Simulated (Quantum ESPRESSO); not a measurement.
Worked example: self-consistent single point of AlN (Fm-3m, 2 atoms in the cell) in Quantum ESPRESSO.

Method of the run: LDA (PW92), PseudoDojo standard norm-conserving (LDA) pseudopotentials (plane waves; Quantum ESPRESSO 7.5).

```yaml
crystal:
  lattice:
    - [0.00000, 2.04469, 2.04469]
    - [2.04469, 0.00000, 2.04469]
    - [2.04469, 2.04469, 0.00000]
  atoms:
    - { symbol: Al, position: [0.50000, 0.50000, 0.50000] }
    - { symbol: N, position: [0.00000, 0.00000, 0.00000] }
```

Reference input (self-consistent single point, DFT, LDA (PW92), plane waves, PseudoDojo standard norm-conserving (LDA) pseudopotentials): ecutwfc = 85 Ry; occupations = fixed; potentials = {Al: Al.upf, N: N.upf}; K_POINTS = automatic 10 10 10 0 0 0; nbnd = 6; conv_thr = 1e-10 Ry; mixing_beta = 0.7. This run's input differs from it in these lines:

```diff
@@ -12,3 +12,3 @@
  ntyp = 2
- ecutwfc = 85
+ ecutwfc = 170
  occupations = 'fixed'
```

Output, abridged:

```
     Self-consistent Calculation

     iteration #  1     ecut=   170.00 Ry     beta= 0.70

     total energy              =     -25.48341261 Ry
     estimated scf accuracy    <       0.43255123 Ry

     iteration #  2     ecut=   170.00 Ry     beta= 0.70

     total energy              =     -25.62435361 Ry
     estimated scf accuracy    <       0.26711435 Ry

     iteration #  3     ecut=   170.00 Ry     beta= 0.70

     total energy              =     -25.66666784 Ry
     estimated scf accuracy    <       0.00313383 Ry

   [... 8 blocks of this kind left out ...]

     iteration # 12     ecut=   170.00 Ry     beta= 0.70

     total energy              =     -25.66939518 Ry
     estimated scf accuracy    <          6.5E-10 Ry

     iteration # 13     ecut=   170.00 Ry     beta= 0.70
     End of self-consistent calculation

     highest occupied, lowest unoccupied level (ev):    10.4290   14.5939

!    total energy              =     -25.66939518 Ry
     estimated scf accuracy    <          3.7E-11 Ry

     convergence has been achieved in  13 iterations

     Forces acting on atoms (cartesian axes, Ry/au):

     atom    1 type  1   force =     0.00000000    0.00000000    0.00000000
     atom    2 type  2   force =     0.00000000    0.00000000    0.00000000

     Total force =     0.000000     Total SCF correction =     0.000000

          total   stress  (Ry/bohr**3)                   (kbar)     P=     -155.12
  -0.00105451  -0.00000000  -0.00000000         -155.12       -0.00       -0.00
  -0.00000000  -0.00105451  -0.00000000           -0.00     -155.12       -0.00
  -0.00000000  -0.00000000  -0.00105451           -0.00       -0.00     -155.12

   JOB DONE.
```

The run converged in 13 iterations. Against the reference run the free energy falls by 1.2 meV/atom, the pressure moves little (-15.46 to -15.51 GPa) and the gap on the mesh stays at 4.165 eV.

The starting cell comes from a database of computed structures (which also holds hypothetical and non-ambient phases and stackings), without a prior relaxation at this level. Its lattice was rescaled by up to half a per cent.

Cost on one core of a shared machine: roughly 40 s.
